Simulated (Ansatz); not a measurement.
System: rock-salt MnS (model structure). Method: r²SCAN (Ansatz, a first-principles code, PAW).

Numerical settings: plane-wave cutoff 500 eV, 12×12×8 k mesh (along the axes of the cell as run), Fermi–Dirac smearing 0.05 eV, magnetic order afm1, spin-polarised with opposed moments, scalar-relativistic PAW data made under PBE.

Cell (relaxed at this level):

Space group Fm-3m (No. 225); a = b = c = 5.2027 Å, α = β = γ = 90.00°

```csv
atom,site,symmetry,x,y,z
Mn,4a,m-3m,0.0000,0.0000,0.0000
S,4b,m-3m,0.5000,0.5000,0.5000
```
(The calculation used a cell of 4 atoms; values per cell refer to that cell.)

Q: Estimate the band gap that the calculation returns.

A: 
- band gap = 0.34 eV (on the SCF k mesh)

Note: the magnetic order was assumed, not searched for or taken from measurement.

Static lattice: no zero-point or thermal effects.

Computing time: very roughly 4 core-minutes.

A model structure was made by putting elements into a prototype or built by hand; here it ended with the formula and space group of a phase in our tables.
